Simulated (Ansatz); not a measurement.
Point defect W_Zr in rock-salt ZrN

All values below come from PBE, PAW (plane waves to 420 eV; Ansatz, a quantum-chemistry and plane-wave program). The supercell holds 64 host sites (2×2×2 repeats of the unit cell), with a 4×4×4 shifted k-point sampling for the final energies. The relaxation kept the symmetry of the starting site. Site at the start: the Zr site. Finite-size and sampling errors can reach tenths of an eV here.  Spin–orbit coupling is left out, which matters for these heavy elements. Each state is the lowest found from its start.

Formation energies E_f are those of the neutral cell. Chemical conditions: N-rich (Δμ(Zr) = -3.46 eV, Δμ(W) = -0.34 eV, bounded by WN (P6_3/mmc); only phases computed here count, gases as isolated molecules at 0 K); Zr-rich (Δμ(Zr) = 0.00 eV, Δμ(W) = -0.22 eV, bounded by ZrW2 (Fd-3m); only phases computed here count, gases as isolated molecules at 0 K). Reference phases: W: bcc W, Zr: hcp Zr.

```csv
charge,moment (μB),point group,largest move off a lattice site (Å),"E_f, N-rich (eV)","E_f, Zr-rich (eV)",above the lowest spin state (eV)
0,0.0,Oh,0.02,0.83,4.17,0.00
0,not spin-polarised,Oh,0.02,0.83,4.17,0.00
```

Point groups are those of the whole cell at tolerances of 0.03 and 0.1 Å ("near" where only the looser one holds); none is given for unsettled states.

Starting moments that weren't kept: charge 0 began with 2 μB and ended with 0.0.

All states together cost around 13 core-minutes (rough).
